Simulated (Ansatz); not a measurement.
Start from InSb in the zinc blende structure (space group F-43m, No. 216; a = 6.519 Å).

Perturbation: a hydrostatic pressure of 9 GPa.

Levels (all Ansatz, an electronic-structure program, PAW): PBEsol (420 eV, no SOC); PBEsol+SOC (420 eV, noncollinear with spin-orbit coupling).

The geometry is relaxed with PBEsol.

| Quantity | Result |
|---|---|
| PBEsol valence-band top at Γ | 0.00, 0.00, 0.00 eV |
| PBEsol pressure | 9.00 GPa |
| PBEsol band gap | 0.49 eV |

### Question
Predict the valence-band top at Γ, pressure and band gap from PBEsol+SOC.

### Answer
The valence-band top at Γ (three highest Kramers pairs, from the VBM) becomes 0.00, 0.00, -0.80 eV (PBEsol: 0.00, 0.00, 0.00 eV); the pressure falls by 0.06 GPa (9.00 GPa → 8.94 GPa); the band gap shrinks by 0.25 eV to 0.24 eV. The threefold valence maximum splits by Δso ≈ 0.80 eV.

Single points use the geometry relaxed with PBEsol. The spin-orbit shifts are approximate. Spin-orbit coupling, missing from the scalar runs, can matter with Sb. Load acts through the strain it causes; cell and atoms are relaxed under it. No phonon test of stability was made. Tetrahedral semiconductors of this kind turn to denser phases somewhere between about 1 and 50 GPa; those were not computed, so compressed cells here can lie past the real transition. The runs without spin-orbit coupling are not spin-polarised. The zero or small gap of InSb can change with the level of theory.
